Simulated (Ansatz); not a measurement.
The reference is C (space group Im-3m, No. 229; a = 4.362 Å; a hypothetical phase, not in the database extracts checked). Axes: x, y, z lie along the cube axes.

Now apply this change: uniaxial stress, 8 GPa compression along x, with the cell and atoms free to relax against it.

Levels (all Ansatz, a quantum-chemistry and plane-wave program, PAW): PBEsol (420 eV, without spin-orbit coupling); HSE06 (420 eV, no spin-orbit coupling).

The geometry is relaxed with PBEsol.

| Item | Result |
|---|---|
| PBEsol band gap | 2.24 eV |

Question: Predict the band gap from HSE06.

Answer: The band gap rises by 1.186 eV (2.24 eV → 3.42 eV).

Single points use the geometry relaxed with PBEsol. HSE06 gaps are upper bounds (no full band path). Load acts through the strain it causes; cell and atoms are relaxed under it. Beyond what the load breaks, stability against distortions was not tested.
